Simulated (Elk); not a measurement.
Worked example: self-consistent single point of LaNi₂B₂C (I4/mmm, 6 atoms in the cell) in Elk

Level of theory: LDA (PW92), all-electron FP-LAPW, Elk's shipped species files, default APW+lo basis (Elk 10.2.4).

Input as run:

```
tasks
  0

swidth
  0.00367493

maxscl
  100

avec
   -3.5700800433    3.5700800433    9.2770340424
    3.5700800433   -3.5700800433    9.2770340424
    3.5700800433    3.5700800433   -9.2770340424

atoms
  4
  'La.in'
  1
  0.0000000000  0.0000000000  0.0000000000    0.0 0.0 0.0
  'Ni.in'
  2
  0.7500000000  0.2500000000  0.5000000000    0.0 0.0 0.0
  0.2500000000  0.7500000000  0.5000000000    0.0 0.0 0.0
  'B.in'
  2
  0.3481300000  0.3481300000  0.0000000000    0.0 0.0 0.0
  0.6518700000  0.6518700000  0.0000000000    0.0 0.0 0.0
  'C.in'
  1
  0.5000000000  0.5000000000  0.0000000000    0.0 0.0 0.0

ngridk
  8 8 8
```

Log, with long lists cut:

```
│ Elk code version 10.2.4 │

All units are atomic (Hartree, Bohr, etc.)

│ Ground-state run starting from atomic densities │

Lattice vectors :
  -3.570080043       3.570080043       9.277034042
   3.570080043      -3.570080043       9.277034042
   3.570080043       3.570080043      -9.277034042

Unit cell volume      :    472.9606925
Brillouin zone volume :   0.5244626400

Muffin-tin inner radius fraction :   0.1000000000E-01

Nuclei treated as point charges

Species :    1 (La)
 parameters loaded from : La.in
 name : lanthanum
 nuclear charge    :   -57.00000000
 electronic charge :    57.00000000
 atomic mass :    253209.2364
 muffin-tin radius :    2.800000000
 number of radial points in muffin-tin :    697
 atomic positions (lattice), magnetic fields (Cartesian) :
   1 :   0.00000000  0.00000000  0.00000000    0.00000000  0.00000000  0.00000000

Species :    2 (Ni)
 parameters loaded from : Ni.in
 name : nickel
 nuclear charge    :   -28.00000000
 electronic charge :    28.00000000
 atomic mass :    106991.5230
 muffin-tin radius :    2.400000000
 number of radial points in muffin-tin :    497
 atomic positions (lattice), magnetic fields (Cartesian) :
   1 :  -0.25000000  0.25000000  0.50000000    0.00000000  0.00000000  0.00000000
   2 :   0.25000000 -0.25000000  0.50000000    0.00000000  0.00000000  0.00000000

Species :    3 (B)
 parameters loaded from : B.in
 name : boron
 nuclear charge    :   -5.000000000
 electronic charge :    5.000000000
 atomic mass :    19707.24741
 muffin-tin radius :    1.383903160
 number of radial points in muffin-tin :    297
 atomic positions (lattice), magnetic fields (Cartesian) :
   1 :   0.34813000  0.34813000  0.00000000    0.00000000  0.00000000  0.00000000
   2 :  -0.34813000 -0.34813000  0.00000000    0.00000000  0.00000000  0.00000000

Species :    4 (C)
 parameters loaded from : C.in
 name : carbon
 nuclear charge    :   -6.000000000
   [... lines left out ...]
Maximum |G| for potential and density :    12.00000000
 potential will be trimmed for |G| > 2 gkmax
Constant for pseudocharge density :    8
Radial integration step length :    4

G-vector grid sizes :     42    42    42
Number of G-vectors :    13807

Maximum angular momentum used for
 APW functions                      :    8
 outer part of muffin-tin           :    6
 inner part of muffin-tin           :    1

Total nuclear charge    :   -129.0000000
Total core charge       :    76.00000000
Total valence charge    :    53.00000000
Total excess charge     :    0.000000000
Total electronic charge :    129.0000000

Effective Wigner radius, rₛ :   0.9565674006

Number of empty states         :   24
Total number of valence states :   51
Total number of core states    :   76

Total number of local-orbitals :   60

Exchange-correlation functional :      3     0     0
 Perdew-Wang/Ceperley-Alder, Phys. Rev. B 45, 13244 (1992)
 gradient requirement :    0
 local density approximation (LDA)

Smearing type :    3
 Fermi-Dirac
Smearing width :   0.3674930000E-02
Effective electronic temperature (K) :    1160.451112

Mixing type :    3
 Broyden mixing, J. Phys. A: Math. Gen. 17, L317 (1984)

Kohn-Sham potential initialised from atomic data
│ Self-consistent loop started │
│ Loop number : 1 │
 total energy                :     -11625.1700264
│ Loop number : 2 │
 total energy                :     -11625.4051133
RMS change in Kohn-Sham potential (target) :   0.1948925849     (  0.1000000000E-05)
Absolute change in total energy (target)   :   0.2350869147     (  0.1000000000E-03)
│ Loop number : 3 │
 total energy                :     -11624.0695015
RMS change in Kohn-Sham potential (target) :   0.1873011448     (  0.1000000000E-05)
Absolute change in total energy (target)   :    1.276840035     (  0.1000000000E-03)
│ Loop number : 4 │
 total energy                :     -11625.1789725
RMS change in Kohn-Sham potential (target) :   0.1559594938     (  0.1000000000E-05)
Absolute change in total energy (target)   :   0.7902609114     (  0.1000000000E-03)
│ Loop number : 5 │
 total energy                :     -11622.8404236
RMS change in Kohn-Sham potential (target) :   0.1145389556     (  0.1000000000E-05)
Absolute change in total energy (target)   :    2.140983675     (  0.1000000000E-03)
   [... lines left out ...]
Absolute change in total energy (target)   :   0.2362784182E-02 (  0.1000000000E-03)
│ Loop number : 15 │
 total energy                :     -11615.2142945
RMS change in Kohn-Sham potential (target) :   0.4076835613E-05 (  0.1000000000E-05)
Absolute change in total energy (target)   :   0.4931017811E-03 (  0.1000000000E-03)
│ Loop number : 16 │
 total energy                :     -11615.2138481
RMS change in Kohn-Sham potential (target) :   0.5684552400E-06 (  0.1000000000E-05)
Absolute change in total energy (target)   :   0.3232044237E-03 (  0.1000000000E-03)
│ Loop number : 17 │
 total energy                :     -11615.2138263
RMS change in Kohn-Sham potential (target) :   0.2109847680E-06 (  0.1000000000E-05)
Absolute change in total energy (target)   :   0.1025768961E-03 (  0.1000000000E-03)
│ Loop number : 18 │
 total energy                :     -11615.2138438
RMS change in Kohn-Sham potential (target) :   0.5958750396E-07 (  0.1000000000E-05)
Absolute change in total energy (target)   :   0.8160744983E-05 (  0.1000000000E-03)
Convergence targets achieved

│ Loop number : 19 │

Energies :
 Fermi                       :     0.357861418623
 sum of eigenvalues          :     -7015.31885864
 electron kinetic            :      12254.5457668
 core electron kinetic       :      11869.2076742
 Coulomb                     :     -23537.0229677
 Coulomb potential           :     -18828.9236495
 nuclear-nuclear             :     -1068.12568741
 electron-nuclear            :     -26108.8709111
 Hartree                     :      3639.97363081
 Madelung                    :     -14122.5611430
 xc potential                :     -440.940975903
 exchange                    :     -321.259153634
 correlation                 :     -11.4746489054
 electron entropic           :    -0.284879310794E-02
 total energy                :     -11615.2138523

Density of states at Fermi energy :    67.19539789
 (states/Hartree/unit cell)

Estimated indirect band gap :   0.5427371005E-03
 from k-point     11 to k-point     43
Estimated direct band gap   :   0.4299764641E-02
 at k-point     16

Charges :
 core                        :    76.00000000
 valence                     :    53.00000000
 interstitial                :    8.885914902
 muffin-tins (core leakage)
  species :    1 (La)
   atom    1                 :    54.73895672     (  0.2282282229E-03)
  species :    2 (Ni)
   atom    1                 :    27.56215555     (  0.3002743404E-03)
   atom    2                 :    27.56215555     (  0.3002743404E-03)
  species :    3 (B)
   atom    1                 :    3.057878939     (  0.1273832639E-02)
   atom    2                 :    3.057878939     (  0.1273832639E-02)
  species :    4 (C)
   atom    1                 :    4.135059396     (  0.1462365177E-03)
 total in muffin-tins        :    120.1140851
 total calculated charge     :    128.9837223
 total charge                :    129.0000000
 error                       :   0.1627772282E-01

│ Self-consistent loop stopped │
```

The run converged in 19 iterations. The count includes the last loop, which Elk runs after its targets are met.

The starting cell comes from a database of computed structures (which also holds hypothetical and non-ambient phases and stackings), without a prior relaxation at this level. Spin polarisation is off. Values depend on the basis (sphere radii, cutoffs, local orbitals), which need not be converged. The log's line on a gap gives a spacing of levels on this mesh, which the program prints for metals too.

Cost on one core of a shared machine: roughly 70 s.
